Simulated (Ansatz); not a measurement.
The starting structures come from a database of crystals and need not be the phases stable at ambient conditions.

By PBEsol, the system below comes out a metal.

Without scattering a metal conducts by its projected Fermi surface.

Consider the following.

```
CELL_PARAMETERS angstrom
      5.81965     0.00000     0.00000
     -2.90982     5.03996     0.00000
      0.00000     0.00000     3.33582
ATOMIC_POSITIONS crystal
  Ni 0.00000 0.60030 0.50000
  Ni 0.60030 0.00000 0.50000
  Ni 0.39970 0.39970 0.50000
  Ni 0.25980 0.00000 0.00000
  Ni 0.74020 0.74020 0.00000
  Ni 0.00000 0.25980 0.00000
  P  0.33333 0.66667 0.00000
  P  0.66667 0.33333 0.00000
  P  0.00000 0.00000 0.50000
```

Space group of this cell: P-62m. The cell is taken as given; by PBEsol its mean pressure is -2.2 GPa.

The current flows along the normal of the first two printed cell vectors, the (001) plane of the conventional cell. No spin-orbit coupling; the value is a mean over 0.1 eV about the Fermi level.

Estimate the ballistic conductance per area that PBEsol (Ansatz, a first-principles code) returns for this system.

0.66 × 10¹⁵ S/m² for both spins.
